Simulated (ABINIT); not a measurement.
Worked example: self-consistent single point of Al2Cu (I4/mmm, 3 atoms in the cell) in ABINIT.

Level of theory: LDA (PW92), PAW (JTH v2.0 LDA PAW) (plane waves; ABINIT).

```
Al2Cu
1.0
   -2.03034     2.03034     2.85109
    2.03034    -2.03034     2.85109
    2.03034     2.03034    -2.85109
Al Cu
2 1
Direct
  0.75000   0.25000   0.50000
  0.25000   0.75000   0.50000
  0.50000   0.50000   0.00000
```

Reference input (self-consistent single point, DFT, PBEsol, plane waves, PAW (JTH v2.0 PBE PAW, files made for PBE)): pseudos = [Al.GGA_PBE-JTH.xml, Cu.GGA_PBE-JTH.xml]; ecut = 30 Ha; pawecutdg = 60 Ha; pawxcdev = 0; ixc = -116133; occopt = 7; tsmear = 0.05 eV; ngkpt = 9 9 9; nshiftk = 1; shiftk = 0 0 0; potentials = JTH v2.0 PBE PAW; nband = 18. This run's input differs from it in these lines:

```diff
@@ -1,4 +1,4 @@
-# Al2Cu, JTH v2.0 PBE PAW
+# Al2Cu, JTH v2.0 LDA PAW
 pp_dirpath "./"
-pseudos "Al.GGA_PBE-JTH.xml, Cu.GGA_PBE-JTH.xml"
+pseudos "Al.LDA_PW-JTH.xml, Cu.LDA_PW-JTH.xml"
 acell 3*1.0
@@ -19,3 +19,3 @@
 pawxcdev 0
-ixc -116133
+ixc 7
 occopt 7
```

Its files differ too (potentials: JTH v2.0 PBE PAW → JTH v2.0 LDA PAW).

Output (repeated stretches shortened):

```
--- !BeginCycle
solver: {iscf: 17, nstep: 80, nline: 4, wfoptalg: 10, }
tolerances: {toldfe: 1.00E-09, }
...

     iter   Etot(hartree)      deltaE(h)  residm     nres2
 ETOT  1  -201.13590660632    -2.011E+02 5.257E+01 7.548E+01
 ETOT  2  -202.65996888642    -1.524E+00 7.489E-02 1.267E+02
 ETOT  3  -202.38871490062     2.713E-01 9.724E-02 2.638E+00
 ETOT  4  -202.38981165344    -1.097E-03 2.880E-02 1.759E-01
 ETOT  5  -202.38924374526     5.679E-04 6.716E-03 1.081E-01
   [... 8 lines left out ...]
 ETOT 14  -202.38911045857     1.157E-08 4.330E-04 1.247E-06
 ETOT 15  -202.38911045513     3.436E-09 5.586E-04 5.684E-08
 ETOT 16  -202.38911045528    -1.511E-10 2.724E-04 6.506E-08
 ETOT 17  -202.38911045512     1.648E-10 3.724E-04 1.239E-09
 At SCF step   17, etot is converged :
  for the second time, diff in etot=  1.648E-10 < toldfe=  1.000E-09

 Cartesian components of stress tensor (hartree/bohr^3)
  sigma(1 1)=  1.15419763E-04  sigma(3 2)=  0.00000000E+00
  sigma(2 2)=  1.15419763E-04  sigma(3 1)=  0.00000000E+00
  sigma(3 3)=  1.23555120E-04  sigma(2 1)=  0.00000000E+00

 ----iterations are completed or convergence reached----

 reduced coordinates (array xred) for    3 atoms
       0.750000000000      0.250000000000      0.500000000000
       0.250000000000      0.750000000000      0.500000000000
       0.500000000000      0.500000000000      0.000000000000
 cartesian forces (eV/Angstrom) at end:
    1     -0.00000000000000     0.00000000000000     0.00000000000000
    2      0.00000000000000    -0.00000000000000    -0.00000000000000
   [... lines left out ...]
 Fermi (or HOMO) energy (hartree) =   0.27871   Average Vxc (hartree)=  -0.37514
   [... lines left out ...]
'-kT*entropy'       : -1.16976397868708E-04
total_energy        : -2.02389109636816E+02
total_energy_eV     : -5.50728775141104E+03
...

-Cartesian components of stress tensor (GPa)         [Pressure= -3.4755E+00 GPa]
- sigma(1 1)=  3.39576610E+00  sigma(3 2)=  0.00000000E+00
- sigma(2 2)=  3.39576610E+00  sigma(3 1)=  0.00000000E+00
- sigma(3 3)=  3.63511651E+00  sigma(2 1)=  0.00000000E+00

 Calculation completed.
```

The run converged in 17 iterations. Against the reference run the pressure goes from 0.03 to -3.48 GPa.

The starting cell comes from a database of computed structures (which also holds hypothetical and non-ambient phases and stackings), without a prior relaxation at this level. Spin polarisation is off. With a pressure of about -3 GPa the cell is away from its equilibrium volume at this level.

Cost on one core of a shared machine: roughly 5 min.
